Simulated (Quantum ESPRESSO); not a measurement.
# A series of runs on MoPb2O5 (C2/m, 16 atoms in the cell)

```
CELL_PARAMETERS angstrom
      7.11600    -2.90859     0.00000
      7.11600     2.90859     0.00000
     -2.93304     0.00000     6.74248
ATOMIC_POSITIONS crystal
  Mo 0.83068 0.83068 0.34044
  Mo 0.16932 0.16932 0.65956
  Pb 0.51237 0.51237 0.25541
  Pb 0.48763 0.48763 0.74459
  Pb 0.13647 0.13647 0.11273
  Pb 0.86353 0.86353 0.88727
  O  0.74699 0.25301 0.00000
  O  0.25301 0.74699 0.00000
  O  0.70024 0.70024 0.30541
  O  0.29976 0.29976 0.69459
  O  0.90367 0.38797 0.77893
  O  0.09633 0.61203 0.22107
  O  0.61203 0.09633 0.22107
  O  0.38797 0.90367 0.77893
  O  0.91027 0.91027 0.59978
  O  0.08973 0.08973 0.40022
```

Base run A: LDA (PW92), PseudoDojo standard norm-conserving (LDA) pseudopotentials (Quantum ESPRESSO), self-consistent single point.

Its settings: ecutwfc = 85 Ry; occupations = fixed; potentials = {Mo: Mo.upf, Pb: Pb.upf, O: O.upf}; K_POINTS = automatic 3 3 3 0 0 0; nbnd = 76; conv_thr = 1e-11 Ry; mixing_beta = 0.4.

The starting cell comes from a database of computed structures (which also holds hypothetical and non-ambient phases and stackings), without a prior relaxation at this level. Spin-orbit coupling is off. In the base run, with a pressure of about -3 GPa the cell is away from its equilibrium volume at this level.

ΔF is the free energy per atom less that of run A. 

```csv
run,mixing_ndim,ΔF (meV/atom),pressure (GPa),largest force (eV/Å),gap on the mesh (eV),iterations
A,default,0.00,-3.46,0.236,2.857,18
B,2,0.00,-3.46,0.236,2.857,29
C,4,0.00,-3.46,0.236,2.857,21
D,6,0.00,-3.46,0.236,2.857,19
E,12,0.00,-3.46,0.236,2.857,19
```

Runs B, C, D, E reached the same state as A (within 1 meV/atom). The fewest iterations to that state were 18 (A); the most were 29.
